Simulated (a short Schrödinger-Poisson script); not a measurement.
Structure: MOS inversion layer, SiO2 on p-type GaAs, at 400 K.

| layer | material | thickness (nm) | Na (cm⁻³) |
|---|---|---|---|
| 1 | SiO2 | 1.8 | - |
| 2 | GaAs | 230 | 4.7e18 |

The device is made up for the run: typed textbook-type constants, with dimensions and the other settings drawn at random. SiO2: permittivity 3.9, conduction-band edge (eV) 3.17, gap (eV) 9, electron mass (mₑ) 0.5. GaAs: permittivity 12.9, conduction-band edge (eV) 0, gap (eV) 1.424, Nv at 300 K (cm⁻³) 9e18.

Channel valleys (confinement mass, in-plane density-of-states mass, number): Γ 0.067, 0.067, 1. At the gate the conduction-band edge of layer 1 lies 3.51 eV − eVg above the Fermi level of the channel; the field vanishes at the back. Gaps are held at their typed values at every temperature. Mesh 0.03 nm at interfaces.

From a short Schrödinger-Poisson script (our own, NumPy): 1D Poisson equation in equilibrium, electrons quantum, Hartree (BenDaniel-Duke, 12 states a valley, the channel's in-plane mass for all, wave functions ending at the dielectric), parabolic valleys, classical holes, full ionisation, no traps, pinning or gate leakage.

### Question
List the lowest subbands of each valley and their electrons at Vg = 1.8 V.

### Answer
| valley | subband | energy from the Fermi level (meV) | electrons (cm⁻²) | share (%) |
|---|---|---|---|---|
| Γ | 0 | 38.4 | 2.74e11 | 100.0 |
| Γ | 1 | 408.8 | 6820000 | 0.0 |
| Γ | 2 | 686.6 | < 1e6 | 0.0 |

All electrons: 2.74e11 cm⁻².
